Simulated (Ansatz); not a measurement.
System: rock-salt LuN. Method: PBEsol (PAW; Ansatz, a quantum-chemistry and plane-wave program).

Run with plane-wave cutoff 520 eV, 20×20×20 k mesh, Fermi–Dirac smearing 0.05 eV, scalar-relativistic PAW data made under PBE.

Cell (relaxed at this level):

```
CELL_PARAMETERS angstrom
      0.00000     2.35076     2.35076
      2.35076     0.00000     2.35076
      2.35076     2.35076     0.00000
ATOMIC_POSITIONS crystal
  Lu 0.00000 0.00000 0.00000
  N  0.50000 0.50000 0.50000
```

### Question
What does this level give for the bulk modulus and pressure derivative B′ of the bulk modulus?

### Answer

bulk modulus: 184 GPa
pressure derivative B′ of the bulk modulus: 4.0

The run finds no gap.

Spin–orbit coupling is not included; it can open a gap where bands touch, and shift volumes and moduli.

Static lattice: no zero-point or thermal effects.
